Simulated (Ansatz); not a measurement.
Worked calculations on one periodic cell of amorphous Te56: Te56, 56 atoms, volume 2086.4 Å³, made by a melt-quench on the CHGNet potential and relaxed with DFT. It is a model cell: composition and starting density were chosen by hand, and all elements were melted together. Level of theory: PBE, scalar-relativistic without spin-orbit coupling, PAW (Ansatz default set, large-core Te) (plane waves to 420 eV; Ansatz, a program for electronic structure). Sampling: a 2×2×2 Γ-centred mesh; Fermi-Dirac width 0.05 eV; no spin polarisation. Its volume was held where the quench left it, its shape was free, and it stands at a mean pressure of 0.7 GPa with stress components up to 0.7 GPa; the relaxation ran on one k-point at (1/4, 1/4, 1/4). Its density went from a set 5.69 to 5.69 g/cm³. The cell is small and was quenched far faster than a real film, so it is one sample of the glass.

Total energies at the same level (extrapolated to zero smearing): the glass cell -276914.872 eV at 0.7 GPa; trigonal Te, relaxed, -14835.0750 eV for 3 atoms.

How much energy would crystallisation to that phase release at 0 K?

Per atom: -276914.872/56 − (-14835.0750/3) = -4944.9084 − (-4945.0250) = +0.1166 eV. A formula unit has 1 atom, so this is 1 × 0.1166 = 0.117 eV, or 11 kJ/mol (1 eV = 96.485 kJ/mol). Read it as an upper bound for a slowly cooled glass; no measured value is set beside it.

Neighbours within Te-Te 3.31 Å count as bonded. Counted neighbours: Te: 12 with 2, 28 with 3, 16 with 4.

Set the mean coordination against the 8 − N rule, and count mechanical constraints (r/2 for stretching, 2r − 3 for bending at each atom with r ≥ 2) against the 3 degrees of freedom.

The rule gives (56 × 2)/56 = 2.00; the cell has 172/56 = 3.07. Summing the constraints over the counted atoms gives 262.0/56 = 4.68 per atom, so by this count the network is rigid and over-constrained. The count takes every angle as intact, which overstates rigidity where angles are soft (at over-coordinated atoms).

The cell was scaled and its atoms relaxed again at each volume (one k-point at (1/4, 1/4, 1/4)): 2023.8 Å³, 1.11 GPa; 2086.4 Å³, 0.67 GPa; 2211.6 Å³, 0.04 GPa.

Estimate the bulk modulus over this range from B = −dP/d ln V.

Between the ends: −(0.04 − 1.11) / ln(2211.6/2023.8) = 12 GPa, a mean over the range at 0 K with the atoms relaxed.
